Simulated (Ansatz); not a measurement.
**Effect of pressure 30 GPa on ZrSi2**

Start from ZrSi₂ (space group Cmcm, No. 63; a = 3.704 Å, b = 14.792 Å, c = 3.679 Å).

Modification: cell and atoms relaxed at a pressure of 30 GPa.

The values are results of DFT with PBE, PAW potentials and a 420 eV plane-wave cutoff in Ansatz (a program for electronic structure), scalar-relativistic without spin-orbit coupling, not measurements. k-mesh 13×13×13 (Γ-centred); smearing 0.05 eV (Fermi–Dirac).

The volume per atom shrinks by 2.67 Å³ to 14.13 Å³ and the density increases by 0.916 g/cm³ (4.86 g/cm³ → 5.77 g/cm³). The shortest interatomic distance shrinks by 5.6 pm to 236.4 pm and the enthalpy H = E + PV relative to the base's energy is +2.86 eV/atom. The band gap remains zero.

Final structure:

```
ZrSi2
1.0
    1.76946    -6.79153     0.00000
    1.76946     6.79153     0.00000
    0.00000     0.00000     3.52850
Si Zr
4 2
Direct
  0.94208   0.05792   0.75000
  0.05792   0.94208   0.25000
  0.24987   0.75013   0.75000
  0.75013   0.24987   0.25000
  0.60244   0.39756   0.75000
  0.39756   0.60244   0.25000
```

Load acts through the strain it causes; cell and atoms are relaxed under it. Whether these cells are dynamically stable was not tested. No other phases were tried under pressure. The final runs are not spin-polarised.
